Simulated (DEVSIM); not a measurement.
Device: abrupt Si n-p junction, at 300 K.

Layer 1 from the left is Si, thickness (μm) 27.0, Nd (cm⁻³) 3.3e17, τn (s) 0.0002, τp (s) 0.0002. Layer 2 from the left is Si, thickness (μm) 59.0, Na (cm⁻³) 9.4e17, τn (s) 0.0002, τp (s) 0.0002.

Left contact: ohmic. Right contact: ohmic. Voltage is applied to the left contact. Recombination: SRH at mid-gap, radiative. Mobility is constant in doping.

Constants are typed, rounded textbook-type inputs, not results; the design itself was drawn at random and stands for no fabricated device. Values at 300 K.

Si: gap (eV) 1.124, affinity (eV) 4.05, permittivity 11.7, Nc (cm⁻³) 2.86e19, Nv (cm⁻³) 3.1e19, μn (cm²/Vs) 1417, μp (cm²/Vs) 470, B (cm³/s) 4.7e-15.

Question: Estimate by hand the built-in potential, the peak field at zero bias, and compare with a numerical solution.

Answer: 
- Built-in potential: ni = √(Nc Nv) exp(−Eg/2kT) = 1.08e10 cm⁻³ with Eg = 1.124 eV; Vbi = kT/q ln(Na Nd/ni²) = 0.918 V; numerical 0.918 V.
- Peak field at zero bias: depletion approximation: W = √(2εVbi/(qN)) = 0.0697 μm with N = 2.44e17 cm⁻³; field = 2Vbi/W = 263000 V/cm; numerical 256000 V/cm (estimate above by 2.9 %).

Simulated with DEVSIM: 1D drift-diffusion, Boltzmann statistics, complete ionisation; no tunnelling, impact ionisation, image-force lowering or self-heating.
